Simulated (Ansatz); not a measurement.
# SrBr₂ in the anatase structure (space group I4_1/amd, No. 141; a hypothetical phase, not in the database extracts checked)

```yaml
crystal:
  lattice:
    - [-3.02132, 3.02132, 7.25433]
    - [3.02132, -3.02132, 7.25433]
    - [3.02132, 3.02132, -7.25433]
  atoms:
    - { symbol: Sr, position: [0.50000, 0.50000, 0.00000] }
    - { symbol: Sr, position: [0.25000, 0.75000, 0.50000] }
    - { symbol: Br, position: [0.28776, 0.28776, 0.00000] }
    - { symbol: Br, position: [0.03776, 0.53776, 0.50000] }
    - { symbol: Br, position: [0.46224, 0.96224, 0.50000] }
    - { symbol: Br, position: [0.71224, 0.71224, 0.00000] }
```

Method: PBE in Ansatz (plane waves to 420 eV, PAW, without spin-orbit coupling). k-mesh 8×8×8 (Γ-centred); smearing 0.05 eV (Fermi–Dirac).

| Property | Result |
|---|---|
| Volume per atom | 44.15 Å³ |
| Density | 3.10 g/cm³ |
| Band gap | 4.60 eV, indirect, Γ–X (89 % along) → Γ |
| Electron mass | 0.40 mₑ along c, 0.38 mₑ across |
| Total energy | -3038.989 eV/atom (σ→0; compares only within this code and set-up) |

Masses are band curvatures over ±0.01 Å⁻¹ around the edge. Whether these cells are dynamically stable was not tested.

Ansatz is a first-principles code.
